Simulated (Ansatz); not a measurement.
Ca3Si2O7 (Ima2, No. 46)

Calculation: r²SCAN-D4 in Ansatz (plane waves, PAW).

Settings: plane-wave cutoff 500 eV, 8×8×8 k mesh, gaussian smearing 0.02 eV, scalar-relativistic PAW data made under PBE.

Cell (relaxed at this level):

Space group Ima2 (No. 46); a = 21.8864 Å, b = 5.0712 Å, c = 11.4019 Å, α = β = γ = 90.00°

```csv
atom,site,symmetry,x,y,z
Ca,8c,1,0.1042,0.5026,0.2183
Ca,4a,..2,0.0000,0.0000,0.9872
Ca,8c,1,0.6680,0.0034,0.0118
Ca,4b,m..,0.2500,0.0012,0.2867
Si,4b,m..,0.2500,0.5726,0.0976
Si,8c,1,0.1002,0.0586,0.4085
Si,4a,..2,0.0000,0.0000,0.2400
O,8c,1,0.0914,0.3070,0.0360
O,8c,1,0.0959,0.7419,0.4036
O,4b,m..,0.7500,0.2082,0.4661
O,8c,1,0.0408,0.1889,0.3306
O,8c,1,0.5424,0.1778,0.1589
O,8c,1,0.1910,0.7033,0.1646
O,4b,m..,0.2500,0.2520,0.0980
O,8c,1,0.1590,0.1985,0.3466
```
(The calculation used a cell of 48 atoms; values per cell refer to that cell.)

| Item | Value |
|---|---|
| band gap | 5.40 eV (on the SCF k mesh) |

Note: the relaxation could not lower the start's symmetry, so the cell can be a saddle point above a distorted one.

The result took around 4 core-hours (rough).

Ansatz is a program for electronic structure.
